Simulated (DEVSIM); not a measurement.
System: abrupt Si n-p junction, at 300 K.

Layer 1 from the left is Si, thickness (μm) 4.90, Nd (cm⁻³) 4.4e17, τn (s) 0.00071, τp (s) 0.00071. Layer 2 from the left is Si, thickness (μm) 160, Na (cm⁻³) 3.4e16, τn (s) 0.00071, τp (s) 0.00071.

Left contact: ohmic. Right contact: ohmic. Voltage is applied to the left contact. Recombination: SRH at mid-gap. Mobility is μmin + (μ − μmin)/(1 + (N/Nref)^α).

The device is made up for the run: typed textbook-type constants, with dimensions and the other settings drawn at random. Values at 300 K.

Si: gap (eV) 1.124, affinity (eV) 4.05, permittivity 11.7, Nc (cm⁻³) 2.86e19, Nv (cm⁻³) 3.1e19, μn (cm²/Vs) 1417, μp (cm²/Vs) 470, μn,min 52, μp,min 45, Nref,n 9.7e16, Nref,p 2.2e17, αn 0.68, αp 0.72.

Task: Estimate by hand the built-in potential, the peak field at zero bias, the capacitance at 2 V, and compare with a numerical solution.

Result: 
- Built-in potential: ni = √(Nc Nv) exp(−Eg/2kT) = 1.08e10 cm⁻³ with Eg = 1.124 eV; Vbi = kT/q ln(Na Nd/ni²) = 0.840 V; numerical 0.840 V.
- Peak field at zero bias: depletion approximation: W = √(2εVbi/(qN)) = 0.186 μm with N = 3.16e16 cm⁻³; field = 2Vbi/W = 90600 V/cm; numerical 88600 V/cm (estimate above by 2.2 %).
- Capacitance at 2 V: C = √(qεN / 2(Vbi + |V|)) = 30.4 nF/cm²; numerical 30.7 nF/cm² (estimate below by 0.93 %).

Simulated with DEVSIM: 1D drift-diffusion, Boltzmann statistics, complete ionisation; no tunnelling, impact ionisation, image-force lowering or self-heating.
